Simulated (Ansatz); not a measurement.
## A constructed model of the (0001) surface of hcp Ru, p(2x2) layer of Te, one a cell, on the site that continues the host's stacking (bottom of the slab: a bare face, its two planes held)

All values below come from PBE (plane waves to 420 eV, PAW; Ansatz, a first-principles code).

Model: 25-atom slab, 13.2 Å thick at the start with caps and adatoms (thin: gaps and levels are the slab's own), 8x8x1 mesh, Fermi-Dirac 0.1 eV, dipole correction, 8 atoms held, the rest relaxed; symmetry of the start imposed; no spin, no spin-orbit, no U. It is one candidate, not shown to be the stable structure of the face.

```json
{
 "work_function_of_the_top_face": "4.52 eV",
 "energy_released_by_relaxation": "0.81 eV",
 "cost": "roughly 10 core-minutes"
}
```
